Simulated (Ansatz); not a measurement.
## Migration barriers: Rh vacancy in fcc Rh, neutral cell

System: Rh vacancy in fcc Rh (neutral cell). Level of theory: PBE, PAW (plane waves to 420 eV; Ansatz, a quantum-chemistry and plane-wave program).

Cell of 32 host sites held at the relaxed PBE lattice; a 3×3×3 k-point mesh shifted by half a step; Fermi-Dirac width 0.10 eV, spin-restricted; finite-size errors left in. No zero-point or tunnelling terms. Forms of the defect that were not tried may lie lower.

Barriers: single points on a 5×5×5 k-point mesh shifted by half a step at the bands' geometries (they differ from the bands' own by up to 0.09 eV, and are uncertain by about as much).

```csv
Route,Start site over the lowest site run (eV),Hop (Å),Forward barrier (eV),Backward barrier (eV),Neighbours at the start,Neighbours at the saddle,Saddle order,"Forward, on the band's own sampling (eV)"
a nearby Rh atom hops onto the vacant site,0.00,2.67,1.84,1.84,"4 Rh at 2.69, 2 Rh at 2.71, 4 Rh at 2.72, Rh at 2.73 Å","4 Rh at 2.49, 4 Rh at 2.98 Å","not checked, on a symmetry element",1.75
```

Paths come from CI-NEB runs.  A band can be held on a symmetry element, so unchecked saddle points there may be too high.
